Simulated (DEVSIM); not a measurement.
Structure: illuminated GaSb p-on-n cell, one wavelength, at 250 K.

Layer 1 from the left is GaSb, thickness (μm) 0.130, Na (cm⁻³) 6.5e17, τn (s) 8.6e-11, τp (s) 7.4e-12, absorption coefficient (cm⁻¹) 8200. Layer 2 from the left is GaSb, thickness (μm) 0.860, Nd (cm⁻³) 2.6e16, τn (s) 3.9e-10, τp (s) 3.9e-10, absorption coefficient (cm⁻¹) 8200.

Left contact: ohmic, minority electron recombination velocity 30000 cm/s. Right contact: ohmic, minority hole recombination velocity 600 cm/s. Voltage is applied to the left contact. Recombination: SRH at mid-gap, radiative, Auger. Light enters at the left, 1.7e18 photons cm⁻² s⁻¹, one pass, no reflection. Mobility is μmin + (μ − μmin)/(1 + (N/Nref)^α).

Constants are typed, rounded textbook-type inputs, not results; the design itself was drawn at random and stands for no fabricated device. Values at 300 K; Nc and Nv go as T^1.5, mobilities as T to minus their exponent, the gap by Varshni's rule with the affinity fixed.

GaSb: gap (eV) 0.726, affinity (eV) 4.06, permittivity 15.7, Nc (cm⁻³) 2.1e17, Nv (cm⁻³) 1.8e19, μn (cm²/Vs) 5000, μp (cm²/Vs) 850, μn,min 1000, μp,min 190, Nref,n 2.8e17, Nref,p 9e17, αn 1.05, αp 0.65, T exponent of μn 2, T exponent of μp 1.7, B (cm³/s) 1e-10, Cn (cm⁶/s) 5e-30, Cp (cm⁶/s) 5e-30, Varshni α (eV/K) 0.00042, Varshni β (K) 140.

Simulated with DEVSIM: 1D drift-diffusion, Boltzmann statistics, complete ionisation; no tunnelling, impact ionisation, image-force lowering or self-heating.

Dark forward current:

| |V| (V) | |J| (A/cm²) |
|---|---|
| 0.05 | 4.143e-5 |
| 0.10 | 0.0001726 |
| 0.15 | 0.0006193 |
| 0.20 | 0.002178 |
| 0.25 | 0.007804 |
| 0.30 | 0.02949 |
| 0.35 | 0.1246 |
| 0.40 | 0.6373 |
| 0.45 | 4.126 |
| 0.50 | 31.34 |
| 0.55 | 208.8 |
| 0.60 | 925.9 |
| 0.65 | 3796 |

Question: Work out the local ideality factor n = ΔV / (kT/q · ln(J2/J1)) between the rows 0.10 and 0.15 V, 0.45 and 0.50 V, 0.60 and 0.65 V.

Answer: kT/q = 21.54 mV. From 0.10 to 0.15 V: ln(0.0006193/0.0001726) = 1.278, n = 1.82. From 0.45 to 0.50 V: ln(31.34/4.126) = 2.028, n = 1.14. From 0.60 to 0.65 V: ln(3796/925.9) = 1.411, n = 1.65; the layers' resistance at their doping, Σ W/(qμN) = 3.2e-6 Ω cm², would take 9.2 mV of this step of 50 mV.

Question: What current could the absorbed light give at most, and what share is collected?

Answer: Σ αd = 0.812, so qΦ(1 − exp(−Σ αd)) = 151 mA/cm². The simulated short-circuit current is 139.4 mA/cm², a share of 0.92.

Question: Estimate the open-circuit voltage by superposition: the voltage at which the dark current equals that short-circuit current.

Answer: Interpolating ln J in the table gives 0.353 V. The simulation gives 0.353 V, the same within the digits that matter. Superposition holds where collection doesn't change with voltage.

Question: Estimate the fill factor from FF0 = (v − ln(v + 0.72))/(v + 1), v = qVoc/(nkT), with n from the dark curve.

Answer: The rows about Voc, 0.35 and 0.40 V, give n = 1.42, so v = 11.5 and FF0 = 0.720. The simulation gives 0.681; the estimate lies 5.7 % above.
